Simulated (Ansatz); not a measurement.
Base system: P in the black-P type structure (space group Cmce, No. 64; a = 3.302 Å, b = 10.691 Å, c = 4.467 Å; layered, stacked along the Cartesian y axis).

Levels (all Ansatz, an electronic-structure program, PAW, earlier PAW set): r2SCAN+rVV10 (500 eV, no spin-orbit coupling); HSE06 (420 eV, no SOC).

The geometry is relaxed with r2SCAN+rVV10.

```
Property               Result
---------------------  ------
r2SCAN+rVV10 band gap    zero
```

### Question
Predict the band gap from HSE06.

### Answer
The band gap goes from zero to 0.41 eV.

Single points use the geometry relaxed with r2SCAN+rVV10. HSE06 gaps are upper bounds (no full band path). Stability against distortions was not tested. Gaps under 0.05 eV, about the width of the smearing, are given as zero. A zero or small gap of P can be the functional's error rather than a property of the material.
